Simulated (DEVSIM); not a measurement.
GaP/Si n-p heterojunction

Structure: GaP/Si n-p heterojunction, at 300 K.

```csv
layer (left to right),material,thickness (μm),Nd (cm⁻³),Na (cm⁻³),τn (s),τp (s)
1,GaP,0.280,9.4e17,-,1.5e-7,1.5e-7
2,Si,3.60,-,2.4e15,1.5e-7,1.5e-7
```

Left contact: ohmic. Right contact: ohmic. Voltage is applied to the left contact. Recombination: SRH at mid-gap, Auger. Mobility is constant in doping.

This is a model device: material constants are rounded textbook-type values typed into the input, and sizes, dopings and lifetimes were drawn at random. Values at 300 K.

```tsv
parameter	GaP	Si
gap (eV)	2.26	1.124
affinity (eV)	3.8	4.05
permittivity	11.1	11.7
Nc (cm⁻³)	1.8e19	2.86e19
Nv (cm⁻³)	1.9e19	3.1e19
μn (cm²/Vs)	250	1417
μp (cm²/Vs)	150	470
Cn (cm⁶/s)	1e-30	2.8e-31
Cp (cm⁶/s)	1e-30	9.9e-32
```

Model (solved in DEVSIM): 1D drift-diffusion, Boltzmann statistics, complete ionisation; no tunnelling, impact ionisation, image-force lowering or self-heating. Band offsets follow the typed affinities; no thermionic-emission limit at abrupt steps, no polarisation charge.

```json
{
  "potential_step_across_the_device_at_zero_bias": "1.053 V",
  "largest_field_in_the_device_at_zero_bias": "240000 V/cm",
  "Dark forward voltage at 1 A/cm²": "0.540 V",
  "Dark forward voltage at 100 A/cm²": "0.680 V"
}
```

Dark forward current:

```tsv
V (V)	J (A/cm²)
-0.05	-6.7e-8
-0.10	-2.6e-7
-0.15	-9.7e-7
-0.20	-4.0e-6
-0.25	-2.0e-5
-0.30	-0.00012
-0.35	-0.00073
-0.40	-0.0048
-0.45	-0.032
-0.50	-0.22
-0.55	-1.5
-0.60	-9.1
-0.65	-45
-0.70	-170
-0.75	-510
-0.80	-1300
-0.85	-2800
```
